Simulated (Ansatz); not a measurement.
The starting structures come from a database of crystals and need not be the phases stable at ambient conditions.

 Where the default PAW files enter, the runs use the earlier of Ansatz's two default sets.

Tunnelling through a barrier is set by its complex band structure: the current falls as exp(−2κd) with the smallest κ.

Here is the system:

```xyz
18
Lattice="6.0477 0.0000 0.0000 0.0000 6.0477 0.0000 3.0238 -3.0238 4.2763" Properties=species:S:1:pos:R:3 pbc="T T T"
Na     3.0238     3.0238     0.0000
Ga     0.0000     0.0000     0.0000
H      6.0477     3.8637     1.5443
H      3.0238    -0.8399     2.7320
H      2.1840     0.0000     1.5443
H      6.8875     3.0238     2.7320
H      6.0477     2.1840     1.5443
H      3.0238     0.8399     2.7320
H      3.8637     0.0000     1.5443
H      5.2078     3.0238     2.7320
N      6.0477     3.0238     2.1382
N      3.0238     0.0000     2.1382
F      1.3574     4.6902     0.0000
F      4.6902     1.3574     0.0000
F      1.3574     1.3574     0.0000
F      4.6902     4.6902     0.0000
F      3.0238     3.0238     2.3566
F      6.0477     0.0000     1.9197
```

Space group of this cell: Fm-3m. The cell was relaxed by PBE-D3(BJ); by r2SCAN its mean pressure is -3.1 GPa.

Transport runs along the normal of the first two printed cell vectors, the (001) plane of the conventional cell.

The gap is the functional's own, uncorrected, and κ follows it; spin-orbit coupling is left out. Mid-gap values are interpolated between the computed energies.

Q: Predict the band gap and the smallest decay constant κ at mid-gap from r2SCAN run with Ansatz (a program for electronic structure).

A: Gap 6.72 eV on a 8×8×8 mesh; κ = 0.542 1/Å, at the zone centre.
